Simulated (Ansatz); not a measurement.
AlCl3 (C2/m, No. 12)

Method: rVV10 (PAW; Ansatz, a program for electronic structure).

Settings: plane-wave cutoff 520 eV, 8×8×6 k mesh (along the axes of the cell as run), Fermi–Dirac smearing 0.01 eV, scalar-relativistic PAW data made under PBE.

Cell (relaxed at this level):

```yaml
crystal:
  lattice:
    - [5.17752, 2.99232, 0.00034]
    - [5.17752, -2.99232, -0.00034]
    - [0.00000, -1.94900, -5.78803]
  atoms:
    - { symbol: Al, position: [0.83347, 0.83347, 0.00000] }
    - { symbol: Al, position: [0.16653, 0.16653, 0.00000] }
    - { symbol: Cl, position: [0.78218, 0.21782, 0.76673] }
    - { symbol: Cl, position: [0.21782, 0.78218, 0.23327] }
    - { symbol: Cl, position: [0.42496, 0.93095, 0.76949] }
    - { symbol: Cl, position: [0.93095, 0.42496, 0.23051] }
    - { symbol: Cl, position: [0.57504, 0.06905, 0.23051] }
    - { symbol: Cl, position: [0.06905, 0.57504, 0.76949] }
```

```json
{
 "bulk_modulus": "21.0 GPa",
 "band_gap": "4.82 eV (indirect)",
 "smallest_direct_gap_on_the_k_points_sampled": "4.92 eV",
 "Γ–Γ gap": "5.06 eV",
 "pressure derivative B′ of the bulk modulus": "9.7"
}
```

Note: the bulk modulus comes from volumes at which shape and atoms were relaxed.

Static lattice: no zero-point or thermal effects.
